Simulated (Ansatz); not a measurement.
Start from Lu in the hcp (Mg type) structure (space group P6_3/mmc, No. 194; a = 3.506 Å, c = 5.482 Å; relaxed with 0.1 eV smearing). Axes: x lies along a and z along c of the hexagonal cell.

Structures relaxed with PBE (Ansatz, a program for electronic structure, PAW, no SOC).

Base:

Simulated powder pattern, Cu Kα1, λ = 1.54056 Å (kinematic, ideal powder, no thermal factors, no anomalous dispersion; the 14 strongest lines at most, above 2 %, up to 2θ = 90°):

```tsv
2θ (°)	I/Imax (%)	hkl
29.39	24	(100)
32.64	24	(002)
33.72	100	(101)
44.49	16	(102)
52.13	20	(110)
58.94	21	(103)
60.98	3.1	(200)
62.87	23	(112)
63.53	17	(201)
68.39	3.0	(004)
70.90	4.0	(202)
76.14	3.3	(104)
82.54	8.2	(203)
86.59	15	(211)
```

After one change:

Simulated powder pattern, Cu Kα1, λ = 1.54056 Å (kinematic, ideal powder, no thermal factors, no anomalous dispersion; the 14 strongest lines at most, above 2 %, up to 2θ = 90°):

```
2θ (°)  I/Imax (%)
------  ----------
29.39           24
33.15           23
33.84          100
44.89           16
52.13           20
59.67           20
60.98          3.2
63.19           23
63.61           17
69.58          2.9
71.19          4.0
77.28          3.2
83.17          8.1
86.65           15
```

### Question
What was done to the base?
A) uniaxial strain ε_zz = +1.50 %
B) uniaxial strain ε_zz = −0.50 %
C) uniaxial strain ε_zz = −1.50 %
D) uniaxial strain ε_zz = +2.50 %

### Answer
C, uniaxial strain ε_zz = −1.50 %. Its volume per atom is 28.74 Å³ against 29.18 Å³, and its space group is P6_3/mmc (No. 194).

No phonon test of stability was made.
